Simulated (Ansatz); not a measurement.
Functionals compared on a constructed model of the (100) surface of bcc Fe, ferromagnetic, a pseudomorphic layer of Co in the host's stacking (bottom of the slab: a bare face, its two planes held), in Ansatz (plane waves, PAW). The structure was relaxed with PBE; the other rows are single points on it. Cutoff 420 eV.

Slab: 7 atoms, 8.9 Å thick at the start (thin: gaps and levels are the slab's own); k 13x13x1, smearing 0.1 eV, dipole-corrected; 2 atoms held, the rest relaxed; symmetry of the start imposed; spin-polarised, ending with about 16.5 μB a cell; orders that need a larger cell were not tried, no spin-orbit, no U. It is one candidate, not shown to be the stable structure of the face. These notes are the PBE run's.

```tsv
functional	work function of the top face (eV)	magnetic moment of the cell (μB)	rough cost of the single point
PBE	4.13	16.51	–
RPBE	[?]	16.72	about 50 core-seconds (a rough figure)
```

### Question
Complete the blanks.

### Answer

- RPBE, work function of the top face (eV): 3.94

Ansatz is an electronic-structure program.
